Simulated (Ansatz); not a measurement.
Structures of equal composition on the (110) surface of germanium: Si on all surface atoms, H on every dangling bond; Si on all atoms bonded under the surface atoms, H on every dangling bond. The slabs share one bottom face, and each structure is named by its start. These are constructed structures in small cells; real faces may alloy, dewet or reconstruct in larger ones, and not all known structures of the face are among them. Slabs of about 15 Å, Fermi-Dirac smearing of 0.025 eV. Bottom of the slabs: built like the top, H on every dangling bond, free. Relaxed from the named starts with such symmetry as they have, on meshes of like density; energies extrapolated to zero smearing; spin only where a row says so; no spin-orbit coupling, no U. Brackets mark spin-polarised runs, whose order is one that fits the cell. Where a second, spin-polarised start was run, the lower counts.

The numbers are results of PBE (plane waves to 420 eV, PAW; Ansatz, a program for electronic structure), not measurements.

Problem. Put the candidates in order of energy per 1x1 cell, lowest first, for PBE.

Solution. Si on all surface atoms, H on every dangling bond (0.000 eV), Si on all atoms bonded under the surface atoms, H on every dangling bond (0.292 eV)
